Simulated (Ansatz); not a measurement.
A constructed model of the (111) surface of fcc Ag, a pseudomorphic layer of W in the host's stacking (bottom of the slab: a bare face, its two planes held)

Level of theory: PBE (plane waves to 420 eV, PAW; Ansatz, a program for electronic structure).

Model: 7-atom slab, 14.7 Å thick at the start with caps and adatoms, 15x15x1 mesh, Fermi-Dirac 0.1 eV, dipole correction, 2 atoms held, the rest relaxed; start symmetry kept, larger cells not searched; no spin, no spin-orbit, no U. In PBE it is, or lies within 0.01 eV a 1x1 cell of, the lowest of the 2 structures of its composition computed so far; subsurface sites and larger cells were not tried.

The work function of the top face is 5.56 eV and the energy released by relaxation is 0.20 eV. The cost is about 4 core-minutes (a rough figure).
